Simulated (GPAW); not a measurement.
Band structure of Sb (R-3m, 2 atoms in the cell).

```yaml
crystal:
  lattice:
    - [2.16357, 1.24914, 3.80613]
    - [-2.16357, 1.24914, 3.80613]
    - [0.00000, -2.49827, 3.80613]
  atoms:
    - { symbol: Sb, position: [0.26826, 0.26826, 0.26826] }
    - { symbol: Sb, position: [0.73174, 0.73174, 0.73174] }
```

Level of theory: PBE, GPAW PAW datasets PBE (gpaw-data 1.0.1) (plane waves; GPAW).

Settings: mode = pw; ecut = 600 eV; xc = PBE; kpts = 8 8 8; mesh shift (steps) = 0 0 0; occupations.name = fermi-dirac; occupations.width = 0.136 eV; nbands = -6; symmetry.symmorphic = false; symmetry.tolerance = 0.0005; maxiter = 100; bandpath_npoints = 40.

The starting cell comes from a database of computed structures (which also holds hypothetical and non-ambient phases and stackings), without a prior relaxation at this level. Its lattice was rescaled by a random factor within 2.5 % of one. Spin-orbit coupling is off.

Levels in eV from the Fermi level, bands 12 to 19:
```csv
point,12,13,14,15,16,17,18,19
Γ,-4.91,-2.03,-1.80,-1.80,1.88,2.60,2.60,5.23
L,-9.52,-2.04,-1.91,-0.28,-0.23,0.25,0.65,7.49
Z,-8.78,-1.37,-1.37,-0.56,0.23,0.23,1.18,6.85
F,-8.04,-5.26,-3.65,-3.60,1.51,4.81,5.51,6.72
P1,-8.64,-5.22,-3.18,-2.65,2.31,3.16,4.68,5.85
P,-8.64,-5.22,-3.18,-2.65,2.31,3.16,4.68,5.85
```

Bands cross the Fermi level along this path, so the cell is metallic at this level.
